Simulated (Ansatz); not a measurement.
# Report: zincblende AlAs (F-43m), uniaxial stress along [001]

Cell and atoms are relaxed with PBEsol to each stress (compression positive); bands and masses by PBEsol with spin-orbit coupling, rigid bands (plane waves, PAW; Ansatz, a first-principles code). Strains are changes of length against the unloaded cell.

```xyz
2
Lattice="0.0000 2.8374 2.8374 2.8374 0.0000 2.8374 2.8374 2.8374 0.0000" Properties=species:S:1:pos:R:3 pbc="T T T"
Al     0.0000     0.0000     0.0000
As     4.2561     4.2561     4.2561
```

```
stress (GPa)  strain [001] (%)  strain [100] (%)  gap (eV)  mₑ* [001]  mₑ* [100]  mₕ* [001]  mₕ* [100]
------------  ----------------  ----------------  --------  ---------  ---------  ---------  ---------
-2.00                     2.63             -0.85     1.148       0.26       0.39       0.69       0.44
-1.00                     1.34             -0.44     1.197       0.26       0.39       0.68       0.53
0                            0                 0     1.247       0.33       0.33       0.59       0.59
1.00                     -1.43              0.48     1.142       0.75       0.26       0.46       0.59
2.00                     -3.02              1.05     1.020       0.87       0.27       0.29       0.54
```

[001] is the direction of the load; [010] strains as [100]. Masses are conductivity masses at 300 K in electron masses.

Q: From the two loads next to zero, find the Young modulus and the ratio of transverse to axial strain.

A: Between -1.00 and 1.00 GPa the strain along [001] changes by -2.77 % and that along [100] by 0.92 %. The modulus is 2.00/0.0277 = 72 GPa and the ratio of the strains 0.33 (PBEsol, atoms relaxed). Along [001] C₁₁ = E(1 − ν)/((1 + ν)(1 − 2ν)) and C₁₂ = C₁₁ν/(1 − ν), which gives C₁₁ ≈ 108 GPa and C₁₂ ≈ 54 GPa.

Q: How fast does the gap move on either side of zero load?

A: Under tension, (1.197 − 1.247) eV over -1.00 GPa = 50 meV/GPa, or about -3.7 eV per unit strain; under compression, (1.142 − 1.247) eV over 1.00 GPa = -105 meV/GPa, or about 7.3 eV per unit strain. The two slopes part by 155 meV/GPa; gaps are resolved to about 0.01 eV, which allows 20 meV/GPa, so they differ, even in sign: the gap has a turning point near zero load.

Q: Take the carrier density and the relaxation time as fixed, so that ρ ∝ m*. What gauge factor (Δρ/ρ)/ε follows for current along [001] at the loads next to zero?

A: electrons at -1.00 GPa: (0.26/0.33 − 1)/0.0134 ≈ -16; holes at -1.00 GPa: (0.68/0.59 − 1)/0.0134 ≈ 11; electrons at 1.00 GPa: (0.75/0.33 − 1)/-0.0143 ≈ -89; holes at 1.00 GPa: (0.46/0.59 − 1)/-0.0143 ≈ 15. These are means over a finite load; the small-strain gauge factor differs, most where the load has already emptied the upper valleys or bands. Carriers and loads whose mass moves by under 12 % aren't resolved and aren't listed. The change of shape, which adds a term of order 1 to 2, and that of the scattering between valleys or bands are left out.

Masses are those of dilute carriers in rigid bands with one relaxation time, without polarons. Third decimals of gaps are kept for the arithmetic. Every relaxation keeps the zincblende phase (space group I-4m2 under this load), so a transition, a distortion that breaks the symmetry or fracture can't show.
